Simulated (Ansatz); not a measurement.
Structures of equal composition on the (111) surface of fcc Pt: p(2x2), one Pt adatom; one added row of Pt in 4. The slabs share one bottom face, and each structure is named by its start. These are constructed structures in small cells; real faces may alloy, dewet or reconstruct in larger ones, and not all known structures of the face are among them. Slabs of about 11 Å with all that they carry, Fermi-Dirac smearing of 0.1 eV. Bottom of the slabs: a bare face, its two planes held. Relaxed from the named starts with such symmetry as they have, on meshes of like density; energies extrapolated to zero smearing; no spin-orbit coupling, no U. Spin-polarised runs, if any, are marked in brackets, and their order is one that fits the cell; the others ran without spin. The cells differ, so small differences also carry the error of unlike k-meshes.

The numbers are results of PBE (plane waves to 420 eV, PAW; Ansatz, a quantum-chemistry and plane-wave program), not measurements.

Question: Put the candidates in order of energy per 1x1 cell, lowest first, for PBE.

Answer: one added row of Pt in 4 (0.00 eV), p(2x2), one Pt adatom (0.15 eV)
